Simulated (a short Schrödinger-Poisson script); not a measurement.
Structure: MOS inversion layer, SiO2 on p-type Si(100), at 300 K.

From the gate side: 2.6 nm SiO2; 240 nm Si, acceptors 3.3e18 cm⁻³.

Constants are typed, rounded textbook-type inputs, not results; the design itself was drawn at random and stands for no fabricated device. SiO2: permittivity 3.9, conduction-band edge (eV) 3.15, gap (eV) 9, electron mass (mₑ) 0.5. Si: permittivity 11.7, conduction-band edge (eV) 0, gap (eV) 1.124, Nv at 300 K (cm⁻³) 3.1e19.

Channel valleys (confinement mass, in-plane density-of-states mass, number): Δ2 0.916, 0.19, 2; Δ4 0.19, 0.417, 4. At the gate the conduction-band edge of layer 1 lies 3.69 eV − eVg above the Fermi level of the channel; the field vanishes at the back. Gaps are held at their typed values at every temperature. Mesh 0.03 nm at interfaces.

From a short Schrödinger-Poisson script (our own, NumPy): 1D Poisson equation in equilibrium, electrons quantum, Hartree (BenDaniel-Duke, 12 states a valley, the channel's in-plane mass for all, wave functions free to enter the dielectric), parabolic valleys, classical holes, full ionisation, no traps, pinning or gate leakage.

```
Vg (V)  electrons (cm⁻²)  C (μF/cm²)  Δ2 E0 (meV from the Fermi level)  Δ4 E0 (meV from the Fermi level)
------  ----------------  ----------  --------------------------------  --------------------------------
1.3               2.49e9       0.381                             195.6                             280.8
1.4              3.12e10       0.448                             129.9                             216.9
1.5              2.24e11       0.727                              78.3                             167.0
1.6              6.65e11       0.941                              48.8                             139.0
1.7              1.24e12        1.03                              31.1                             122.7
1.8              1.87e12        1.08                              18.7                             111.6
1.9              2.53e12        1.11                               9.0                             103.1
2                3.22e12        1.13                               1.0                              96.2
2.1              3.91e12        1.14                              -6.1                              90.4
2.2              4.62e12        1.15                             -12.3                              85.3
2.3              5.33e12        1.16                             -18.0                              80.7
2.4              6.04e12        1.16                             -23.3                              76.6
2.5              6.77e12        1.17                             -28.3                              72.7
2.6              7.49e12        1.17                             -33.0                              69.2
2.7              8.22e12        1.18                             -37.5                              65.8
2.8              8.95e12        1.18                             -41.7                              62.6
```

Gate voltages with under 1e9 electrons/cm² are left out.

**Question.** At Vg = 2.8 V the lowest Δ2 subband lies at -41.7 meV from the Fermi level. How many electrons does it hold, and what share of all?

**Answer.** The two-dimensional density of states is g m/(πħ²) = 1.59e11 cm⁻² meV⁻¹ (both spins), kT = 25.9 meV, so n = D kT ln(1 + exp(−E/kT)) = 7.37e12 cm⁻², 0.82 of the 8.95e12 cm⁻² in all.

**Question.** Compare the slope of the sheet density between 2.6 and 2.8 V with the geometric capacitance of the layers between gate and channel.

**Answer.** q Δn/ΔV = 1.17 μF/cm²; ε0/Σ(t/ε) = 1.33 μF/cm². The ratio is 0.88: the channel acts as a further capacitance in series.
